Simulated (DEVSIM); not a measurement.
Device: abrupt GaAs n-p junction, at 300 K.

| layer (left to right) | material | thickness (μm) | Nd (cm⁻³) | Na (cm⁻³) | τn (s) | τp (s) |
|---|---|---|---|---|---|---|
| 1 | GaAs | 0.520 | 2.2e14 | - | 4e-9 | 4e-9 |
| 2 | GaAs | 26.0 | - | 7.2e15 | 4e-9 | 4e-9 |

Left contact: ohmic. Right contact: ohmic. Voltage is applied to the left contact. Recombination: SRH at mid-gap, radiative, Auger. Mobility is μmin + (μ − μmin)/(1 + (N/Nref)^α).

Constants are typed, rounded textbook-type inputs, not results; the design itself was drawn at random and stands for no fabricated device. Values at 300 K.

```csv
parameter,GaAs
gap (eV),1.424
affinity (eV),4.07
permittivity,12.9
Nc (cm⁻³),4.7e17
Nv (cm⁻³),9e18
μn (cm²/Vs),8500
μp (cm²/Vs),400
"μn,min",500
"μp,min",20
"Nref,n",6e16
"Nref,p",1.5e17
αn,0.39
αp,0.38
B (cm³/s),2e-10
Cn (cm⁶/s),1e-30
Cp (cm⁶/s),1e-30
```

DEVSIM, 1D drift-diffusion, Boltzmann statistics, complete ionisation; no tunnelling, impact ionisation, image-force lowering or self-heating.

**Question.** Tabulate band edges, carrier densities and field at zero bias.

**Answer.** Energies count from the Fermi level of the right contact; mesh points crowd at the junctions.

```json
[
 {"x (μm)": "0.000", "Ec (eV)": "0.198", "Ev (eV)": "-1.226", "n (cm⁻³)": "2.2e14", "p (cm⁻³)": "< 1e2", "field (V/cm)": "16000"},
 {"x (μm)": "0.02705", "Ec (eV)": "0.241", "Ev (eV)": "-1.183", "n (cm⁻³)": "4.2e13", "p (cm⁻³)": "< 1e2", "field (V/cm)": "16000"},
 {"x (μm)": "0.08164", "Ec (eV)": "0.329", "Ev (eV)": "-1.095", "n (cm⁻³)": "1.4e12", "p (cm⁻³)": "< 1e2", "field (V/cm)": "16000"},
 {"x (μm)": "0.1918", "Ec (eV)": "0.508", "Ev (eV)": "-0.916", "n (cm⁻³)": "1.4e9", "p (cm⁻³)": "3700", "field (V/cm)": "16000"},
 {"x (μm)": "0.3992", "Ec (eV)": "0.855", "Ev (eV)": "-0.569", "n (cm⁻³)": "2000", "p (cm⁻³)": "2.5e9", "field (V/cm)": "17000"},
 {"x (μm)": "0.4736", "Ec (eV)": "0.983", "Ev (eV)": "-0.441", "n (cm⁻³)": "< 1e2", "p (cm⁻³)": "3.5e11", "field (V/cm)": "17000"},
 {"x (μm)": "0.5104", "Ec (eV)": "1.047", "Ev (eV)": "-0.377", "n (cm⁻³)": "< 1e2", "p (cm⁻³)": "4.1e12", "field (V/cm)": "17000"},
 {"x (μm)": "0.5440", "Ec (eV)": "1.103", "Ev (eV)": "-0.322", "n (cm⁻³)": "< 1e2", "p (cm⁻³)": "3.6e13", "field (V/cm)": "15000"},
 {"x (μm)": "0.6002", "Ec (eV)": "1.171", "Ev (eV)": "-0.253", "n (cm⁻³)": "< 1e2", "p (cm⁻³)": "5.1e14", "field (V/cm)": "9500"},
 {"x (μm)": "0.7220", "Ec (eV)": "1.231", "Ev (eV)": "-0.193", "n (cm⁻³)": "< 1e2", "p (cm⁻³)": "5.1e15", "field (V/cm)": "1700"},
 {"x (μm)": "0.9863", "Ec (eV)": "1.240", "Ev (eV)": "-0.184", "n (cm⁻³)": "< 1e2", "p (cm⁻³)": "7.2e15", "field (V/cm)": "10"},
 {"x (μm)": "1.910", "Ec (eV)": "1.240", "Ev (eV)": "-0.184", "n (cm⁻³)": "< 1e2", "p (cm⁻³)": "7.2e15", "field (V/cm)": "≈ 0"},
 {"x (μm)": "3.563", "Ec (eV)": "1.240", "Ev (eV)": "-0.184", "n (cm⁻³)": "< 1e2", "p (cm⁻³)": "7.2e15", "field (V/cm)": "≈ 0"},
 {"x (μm)": "7.149", "Ec (eV)": "1.240", "Ev (eV)": "-0.184", "n (cm⁻³)": "< 1e2", "p (cm⁻³)": "7.2e15", "field (V/cm)": "≈ 0"},
 {"x (μm)": "17.14", "Ec (eV)": "1.240", "Ev (eV)": "-0.184", "n (cm⁻³)": "< 1e2", "p (cm⁻³)": "7.2e15", "field (V/cm)": "≈ 0"},
 {"x (μm)": "22.21", "Ec (eV)": "1.240", "Ev (eV)": "-0.184", "n (cm⁻³)": "< 1e2", "p (cm⁻³)": "7.2e15", "field (V/cm)": "≈ 0"},
 {"x (μm)": "24.62", "Ec (eV)": "1.240", "Ev (eV)": "-0.184", "n (cm⁻³)": "< 1e2", "p (cm⁻³)": "7.2e15", "field (V/cm)": "≈ 0"},
 {"x (μm)": "25.66", "Ec (eV)": "1.240", "Ev (eV)": "-0.184", "n (cm⁻³)": "< 1e2", "p (cm⁻³)": "7.2e15", "field (V/cm)": "≈ 0"},
 {"x (μm)": "26.23", "Ec (eV)": "1.240", "Ev (eV)": "-0.184", "n (cm⁻³)": "< 1e2", "p (cm⁻³)": "7.2e15", "field (V/cm)": "≈ 0"},
 {"x (μm)": "26.40", "Ec (eV)": "1.240", "Ev (eV)": "-0.184", "n (cm⁻³)": "< 1e2", "p (cm⁻³)": "7.2e15", "field (V/cm)": "≈ 0"},
 {"x (μm)": "26.48", "Ec (eV)": "1.240", "Ev (eV)": "-0.184", "n (cm⁻³)": "< 1e2", "p (cm⁻³)": "7.2e15", "field (V/cm)": "≈ 0"},
 {"x (μm)": "26.52", "Ec (eV)": "1.240", "Ev (eV)": "-0.184", "n (cm⁻³)": "< 1e2", "p (cm⁻³)": "7.2e15", "field (V/cm)": "≈ 0"}
]
```
